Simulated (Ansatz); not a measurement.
The reference is HfO$_{2}$ in the fluorite structure (space group Fm-3m, No. 225; a = 5.045 Å).

Method: Ansatz (a program for electronic structure) PBEsol, no spin-orbit coupling, earlier PAW set.

Before the change:

The volume per atom is 10.70 Å³.

One thing is altered: every O is replaced by C; the structure is relaxed again.

Tabulated Pauling electronegativity and covalent radius: O 3.44, 0.66 Å; C 2.55, 0.76 Å.

Question: Predict the new volume per atom.

Answer: The volume per atom rises by 1.377 Å³ (10.70 Å³ → 12.07 Å³).

Whether these cells are dynamically stable was not tested. As relaxed here, HfC2 is a hypothetical phase, not in the database extracts checked. The final runs are not spin-polarised. This is not the structure that HfO2 has at room temperature and ambient pressure.
